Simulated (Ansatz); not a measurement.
**BN: response to strain**

Base system: BN in the wurtzite structure (space group P6_3mc, No. 186; a = 2.5410 Å, c = 4.2033 Å).

Strains are applied to the cell and any free atomic positions relax.

Level of theory: PBEsol/PAW in Ansatz (an electronic-structure program), no SOC.

```
isotropic strain (%)  band gap (eV)
--------------------  -------------
0                              4.96
0.6                            5.00
1.2                               ?
1.8                            5.07
2.4                            5.11
3                              5.14
```

Problem. Fit E_g = E₀ + Dε (ε in %) to the rows shown and predict the withheld row.

Solution. Least squares on the printed values gives E₀ = 4.96 eV, D = 60.3 meV per % of strain (largest residual 0.00 eV); this predicts 5.03 eV, and the run gives 5.04 eV, in agreement.

Stability against distortions was not tested.
